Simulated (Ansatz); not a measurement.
## A self-consistent single point of BaZrO3 (Pm-3m, 5 atoms in the cell) with Ansatz

Method of the run: PBE (plane waves, PAW; Ansatz, a first-principles code).

This input was run:

Ansatz 0.2 input:
```yaml
# BaZrO3
crystal:
  lattice:
    - [4.21095000, 0.00000000, 0.00000000]
    - [0.00000000, 4.21095000, 0.00000000]
    - [0.00000000, 0.00000000, 4.21095000]
  atoms:
    - { symbol: Ba, position: [0.00000000, 0.00000000, 0.00000000] }
    - { symbol: Zr, position: [0.50000000, 0.50000000, 0.50000000] }
    - { symbol: O, position: [0.50000000, 0.00000000, 0.50000000] }
    - { symbol: O, position: [0.00000000, 0.50000000, 0.50000000] }
    - { symbol: O, position: [0.50000000, 0.50000000, 0.00000000] }
basis:
  ecutwfc: 420.0
kpoints:
  mp_grid: { grid: [6, 6, 6] }
hamiltonian:
  xc: pbe
  pseudopotentials: { kind: paw }
scf:
  occupations: { method: fermi_dirac, width: 0.05 }
output:
  forces: true
  eigenvalues: true
  stress: true
```

The program printed (abridged):

```
WARN ansatz: RAYON_NUM_THREADS=1 ignored (pool sized by the plan → 1); use --threads N
Pseudopotentials: kind: paw
Pseudopotential: Ba, paw, valence charge 10
Pseudopotential: Zr, paw, valence charge 12
Pseudopotential: O, paw, valence charge 6
Crystal: 5 atoms, lattice volume = 74.669 Å³
Basis set: ecut = 420 eV, 1419 PW (Γ), exchange–correlation on 60×60×60 points (8 copies of the dense FFT grid, shifted against one another)
Bands: 25, of which v1, the nominal top of the filled ones, is band 20 counted from 1 (19 counted from 0)
Symmetry: 48 space group operations
Space group: Pm-3m (ITA 221), of the structure as read, at distance tolerance 4.2e-5 Å
k-points: 20 of 216
Initial density: superposition of atomic densities (neutral atoms: chi_scale 0, normalization atom), corrected by the library's trained network
Initial wavefunctions: pseudopotential atomic-orbital guess
Eigensolver: davidson
Functional: x = pbe(κ = 0.804, μ = 0.2195149727645171), c = pbe(β = 0.06672455060314922)
SCF iter   1: F=—  HF=-11844.689897 eV  |F-HF|=—  |Δ(HF+E_count)|=         —  Δρ=7.87e-4  dr2=1.94e-4  ethr=1.77e-3  ⟨swp⟩=7.3  Hψ=2650  notcnv=0
all-band conjugate gradients solve this SCF's bands
preconditioner: auto → Resta (q_TF=auto, 2.459 Å⁻¹)
SCF iter   2: F=—  HF=-11844.689978 eV  |F-HF|=—  |Δ(HF+E_count)|=   8.03e-5  Δρ=4.37e-4  dr2=6.92e-5  ethr=4.84e-7  ⟨swp⟩=2.8  Hψ=1081  notcnv=0  defer=2
SCF iter   3: F=—  HF=-11844.690042 eV  |F-HF|=—  |Δ(HF+E_count)|=   6.44e-5  Δρ=3.36e-4  dr2=6.13e-5  ethr=1.73e-7  ⟨swp⟩=2.0  Hψ=780  notcnv=0  defer=6
SCF iter   4: F=—  HF=-11844.690032 eV  |F-HF|=—  |Δ(HF+E_count)|=   1.06e-5  Δρ=8.85e-5  dr2=1.84e-6  ethr=1.53e-7  ⟨swp⟩=2.0  Hψ=702  notcnv=0  defer=2
iter 5 did not close the SCF: its close was put off for the readings that it lacked (scf_convergence_deferred on its scf_iter line)
SCF iter   5: F=-11844.690037 eV  HF=-11844.690037 eV  |F-HF|=2.05e-8  |Δ(HF+E_count)|=   5.70e-6  Δρ=8.41e-6  dr2=3.31e-8  ethr=4.60e-9  ⟨swp⟩=2.0  Hψ=823  notcnv=0  defer=2
SCF iter   6: F=-11844.690037 eV  HF=-11844.690037 eV  |F-HF|=3.02e-10  |Δ(HF+E_count)|=   3.34e-8  Δρ=1.76e-6  dr2=2.26e-9  ethr=8.28e-11  ⟨swp⟩=6.8  Hψ=2216  notcnv=0
SCF 1 converged in 6 iterations: F = -11844.690037 eV  dr2 = 2.26e-9
SCF converged after 6 iterations
Free energy (F): -11844.690037 eV
Harris-Foulkes:  -11844.690037 eV  (|F-HF|=3.02e-10)
Internal energy: -11844.690037 eV  (E = F + TS)
E sigma→0 (E₀):  -11844.690037 eV
Fermi energy:    11.279396 eV
--- Per-component energies (eV) ---
  E_band       = -98.898124
  E_kinetic    = 1032.235658
  E_local      = -1955.987950  (includes V_loc(G=0)·N_el)
  E_nonlocal   = 275.879983
  E_hartree    = 692.483600
  E_xc         = -555.828575
  E_vxc        = -615.137547  (∫ρ·V_xc dr)
  E_paw        = -8652.247804  (= ΣΔE_a)
  E_vpaw       = -220.862168  (= ΣTr[D̂ρ^β])
  E_aug_tail   = 0.007373  (compensation charges beyond the density's cutoff)
  E_ewald      = -2681.232323
  E_smearing   = -0.000000  (= −TS)
  E_closure    = -0.000000  (closes the sum)
  Σ components = -11844.690037   (vs F -11844.690037, Δ=0.00e0)
--- Forces (eV/Å), atoms counted from 1 ---
  atom   1  Ba    -0.00000000     0.00000000    -0.00000000
   [... zero for the other atoms too ...]
  max |Σ_I F_I| component: 6.72e-29 eV/Å
--- Stress (GPa, compression-positive) ---
        1.776823      -0.000000       0.000000
       -0.000000       1.776823       0.000000
       -0.000000       0.000000       1.776823
  P = ⅓ Tr σ = 1.7768 GPa (17.768 kbar)
  The stress holds the Pulay correction. Without it, at fixed plane waves, as pw.x and ABINIT print it: P = 1.2974 GPa
--- Band table (eV; the first three rows and the last of 20) ---
  k-point 0: bands = ["-37.4200", "-15.5721", "-15.5663", "-15.5663", "-15.5663", "-6.6664", "-6.3818", "-6.3818", "-0.7147", "-0.7147", "-0.7147", "8.1988", "8.1988", "8.1988", "8.6702", "8.6702", "8.6702", "9.4357", "9.4357", "9.4357", "12.8551", [...]
  k-point 1: bands = ["-37.4193", "-15.7077", "-15.5646", "-15.5646", "-15.4755", "-6.6693", "-6.3766", "-6.2072", "-0.6980", "-0.6980", "-0.6682", "7.7592", "8.1159", "8.1159", "8.4375", "8.4375", "8.4935", "8.8055", "9.3485", "9.3485", "12.9344", [...]
  k-point 2: bands = ["-37.4179", "-15.8499", "-15.5614", "-15.5614", "-15.4185", "-6.7651", "-6.3662", "-5.7373", "-0.6641", "-0.6641", "-0.5763", "6.6364", "7.9135", "7.9135", "8.0798", "8.0798", "8.1331", "8.1833", "9.2393", "9.2393", "13.1115", [...]
  k-point 19: bands = ["-37.4116", "-15.7827", "-15.7827", "-15.7827", "-15.4499", "-5.4946", "-5.4946", "-5.4946", "-1.1818", "-1.1818", "-1.1818", "5.9820", "5.9820", "6.1865", "7.1622", "7.1622", "7.1622", "9.6477", "9.6477", "9.6477", "15.6606", [...]
```

The run converged in 6 iterations.

The starting cell has typed, rounded lattice constants, without a prior relaxation at this level. Its lattice was rescaled by up to half a per cent. Ansatz's pressure includes its estimate of the finite-basis (Pulay) stress.
